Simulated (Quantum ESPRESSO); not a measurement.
A self-consistent single point of Si2Mo (I4/mmm, 3 atoms in the cell) with Quantum ESPRESSO.

Level of theory: LDA (PZ), GBRV 1.5 ultrasoft (LDA) pseudopotentials (plane waves; Quantum ESPRESSO 7.5).

```
CELL_PARAMETERS angstrom
     -1.56240     1.56240     3.81117
      1.56240    -1.56240     3.81117
      1.56240     1.56240    -3.81117
ATOMIC_POSITIONS crystal
  Si 0.66457 0.66457 0.00000
  Si 0.33543 0.33543 0.00000
  Mo 0.00000 0.00000 0.00000
```

Reference input (self-consistent single point, DFT, PBE, plane waves, GBRV 1.5 ultrasoft (PBE) pseudopotentials): ecutwfc = 40 Ry; ecutrho = 320 Ry; occupations = smearing; smearing = cold; degauss = 0.0036749 Ry; potentials = {Si: si_pbe_v1.uspp.F.UPF, Mo: mo_pbe_v1.uspp.F.UPF}; K_POINTS = automatic 15 15 15 0 0 0; conv_thr = 1e-10 Ry; mixing_beta = 0.3. This run's input differs from it in these lines:

```diff
@@ -22,4 +22,4 @@
 ATOMIC_SPECIES
-Si    28.0850  si_pbe_v1.uspp.F.UPF
-Mo    95.9500  mo_pbe_v1.uspp.F.UPF
+Si    28.0850  si_lda_v1.uspp.F.UPF
+Mo    95.9500  mo_lda_v1.uspp.F.UPF
 CELL_PARAMETERS angstrom
```

The program printed (abridged):

```
     Self-consistent Calculation

     iteration #  1     ecut=    40.00 Ry     beta= 0.30

     Threshold (ethr) on eigenvalues was too large:
     Diagonalizing with lowered threshold

     total energy              =    -158.87989681 Ry
     estimated scf accuracy    <       0.06645137 Ry

     iteration #  2     ecut=    40.00 Ry     beta= 0.30

     total energy              =    -158.88376851 Ry
     estimated scf accuracy    <       0.01722290 Ry

     iteration #  3     ecut=    40.00 Ry     beta= 0.30

     total energy              =    -158.88200388 Ry
     estimated scf accuracy    <       0.00597345 Ry

   [... 8 blocks of this kind left out ...]

     iteration # 12     ecut=    40.00 Ry     beta= 0.30

     total energy              =    -158.88267417 Ry
     estimated scf accuracy    <          1.5E-10 Ry

     iteration # 13     ecut=    40.00 Ry     beta= 0.30
     End of self-consistent calculation

     Number of k-points >= 100: set verbosity='high' to print the bands.

     the Fermi energy is    17.3157 ev

!    total energy              =    -158.88267417 Ry
     estimated scf accuracy    <          4.3E-11 Ry
     smearing contrib. (-TS)   =      -0.00001527 Ry
     internal energy E=F+TS    =    -158.88265890 Ry

     convergence has been achieved in  13 iterations

     Forces acting on atoms (cartesian axes, Ry/au):

     atom    1 type  1   force =     0.00000000   -0.00000000    0.00695942
     atom    2 type  1   force =     0.00000000    0.00000000   -0.00695942
     atom    3 type  2   force =     0.00000000    0.00000000    0.00000000

     Total force =     0.009842     Total SCF correction =     0.000001

          total   stress  (Ry/bohr**3)                   (kbar)     P=      132.52
   0.00081273   0.00000000   0.00000000          119.56        0.00        0.00
  -0.00000000   0.00081273   0.00000000           -0.00      119.56        0.00
  -0.00000000  -0.00000000   0.00107719           -0.00       -0.00      158.46

   JOB DONE.
```

The run converged in 13 iterations. Against the reference run the pressure goes from 22.69 to 13.25 GPa and the largest force goes from 0.296 to 0.179 eV/Å.

The starting cell comes from a database of computed structures (which also holds hypothetical and non-ambient phases and stackings), without a prior relaxation at this level. Its lattice was rescaled by a random factor within 2.5 % of one. Spin polarisation is off. With a pressure of about 13 GPa the cell is away from its equilibrium volume at this level.

Cost on one core of a shared machine: roughly 4 min.
